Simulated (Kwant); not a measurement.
Model system: wire with an abrupt hard-wall neck in a GaAs two-dimensional gas. Effective mass 0.067 mₑ, grid spacing 2.7 nm, hard walls, nominal width 80 nm (29 grid rows, so walls 81 nm apart), one parabolic valley, scattering region 240 nm long along x; energies count from the band bottom; Fermi energy swept from 0.00043847 to 0.07306 eV. Central neck 48 nm wide and 96 nm long.

The device is made up for the run: typed textbook-type constants, with dimensions and the other settings drawn at random.

Computed with Kwant: effective-mass tight-binding model on a square grid, one spin, coherent transport at 0 K. Conductance is in e²/h.

Problem. How many channels do the leads carry at E = 53.1 meV?

Solution. The hard-wall thresholds are n² ħ²π²/(2mW²) = n² × 0.855 meV with W = 81 nm. √(53.1/0.855) = 7.88, so 7, where the grid's own dispersion gives 8.
